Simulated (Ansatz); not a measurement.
Given:

```
CELL_PARAMETERS angstrom
      4.11050     0.00000     0.00000
     -2.05525     3.55980     0.00000
      0.00000     0.00000     6.70869
ATOMIC_POSITIONS crystal
  Cd 0.66667 0.33333 0.00030
  Cd 0.33333 0.66667 0.50030
  Se 0.66667 0.33333 0.62490
  Se 0.33333 0.66667 0.12490
```

No spin polarisation.

All numbers come from Ansatz (an electronic-structure program), PBEsol, PAW, cutoff 420 eV, scalar-relativistic without spin-orbit coupling. Γ-centred 9×9×5 mesh, Fermi–Dirac width 0.05 eV.

Task: Predict the pressure and gap character.

Result: Pressure (mean of the normal stresses, compression positive): 9.75 GPa
Gap character: direct at Γ

The cells carry an imposed strain or load. Whether these cells are dynamically stable was not tested. The cell was made from CdSe in the wurtzite structure (space group P6_3mc, No. 186) by this change: isotropic strain −4.45 %.
